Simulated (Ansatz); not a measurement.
## Fermi-surface data of ScAl₃ under load (space group Pm-3m)

```xyz
4
Lattice="3.9505 0.0000 0.0000 0.0000 3.9505 0.0000 0.0000 0.0000 3.9505" Properties=species:S:1:pos:R:3 pbc="T T T"
Sc     0.0000     0.0000     0.0000
Al     1.9752     0.0000     1.9752
Al     0.0000     1.9752     1.9752
Al     1.9752     1.9752     0.0000
```

All values below come from PBEsol, rigid bands (plane waves, PAW, scalar-relativistic; Ansatz, an electronic-structure program). Condition of this run: hydrostatic pressure 10 GPa (the target of the relaxation). Cell: cell and atoms relaxed with PBEsol, then loaded as said.

```
Quantity                                                         Result
------------------------------------  ---------------------------------
density of states at the Fermi level  1.15 states/(eV·cell), both spins
bare Sommerfeld coefficient                   0.68 mJ/(mol of atoms·K²)
Drude plasma energy                                              6.0 eV
root-mean-square Fermi velocity                               8.6e5 m/s
resistivity times τ                                   13.6 ×10⁻²² Ω·m·s
```

A metal at this level (no band gap); rigid bands, thermally averaged at 300 K, both spins. Spin-orbit coupling is left out. τ is one relaxation time for all states.

Computed structure with no diffraction record at hand here (it may be known, metastable or hypothetical): ScAl3 under load (space group Pm-3m).
